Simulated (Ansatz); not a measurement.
## Response to strain in LiF

Base system: LiF in the rock salt structure (space group Fm-3m, No. 225; a = 4.0680 Å).

Strains are applied to the cell and any free atomic positions relax.

The values are results of PBE/PAW in Ansatz (a program for electronic structure), scalar-relativistic without spin-orbit coupling, not measurements.

Notes on the quantities. energy relative to the base: free energy F.

```json
[
 {"isotropic strain (%)": "-3", "energy relative to the base (meV/atom)": "15.8"},
 {"isotropic strain (%)": "-2", "energy relative to the base (meV/atom)": "6.8"},
 {"isotropic strain (%)": "-1.5", "energy relative to the base (meV/atom)": "3.8"},
 {"isotropic strain (%)": "-1", "energy relative to the base (meV/atom)": "1.6"},
 {"isotropic strain (%)": "-0.5", "energy relative to the base (meV/atom)": "0.4"},
 {"isotropic strain (%)": "0", "energy relative to the base (meV/atom)": "0.0"},
 {"isotropic strain (%)": "0.5", "energy relative to the base (meV/atom)": "?"},
 {"isotropic strain (%)": "1.5", "energy relative to the base (meV/atom)": "3.4"},
 {"isotropic strain (%)": "3", "energy relative to the base (meV/atom)": "13.0"}
]
```

Fit ΔE = Aε² + Bε³ (ε in %) to the rows shown and predict the withheld row.

Least squares on the printed values gives A = 1.60 and B = -0.052 meV/atom (largest residual 0.1 meV/atom); this predicts 0.4 meV/atom, and the run gives 0.4 meV/atom, in agreement.

No phonon test of stability was made.
